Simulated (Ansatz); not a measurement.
An ideal cubic perovskite cell is held by its symmetry; such compounds can tilt or shift off centre at room temperature. Cells marked so need not be the phases stable at ambient conditions, and some may be hypothetical.

The gap is the functional's own. No spin-orbit coupling. Mid-gap values are interpolated on the energy grid.

A. Ca(MgBi)2 (P-3m1, not sure to be the ambient phase, 5 atoms a cell, 30.3 Å³ an atom), along the normal of (001)
B. RbHgF3 (Pm-3m, cubic perovskite, not sure to be the ambient phase, 5 atoms a cell, 19.3 Å³ an atom, -2 GPa at this level), along the normal of (111)
C. LiH2N (I-4, not sure to be the ambient phase, 16 atoms a cell, 7.8 Å³ an atom), along the normal of (001)

### Question
Rank these by mid-gap decay constant of the slowest evanescent state (highest first), as PBEsol in Ansatz (a quantum-chemistry and plane-wave program) gives it.

### Answer
C (0.36 1/Å), B (0.14 1/Å), A (0.03 1/Å)
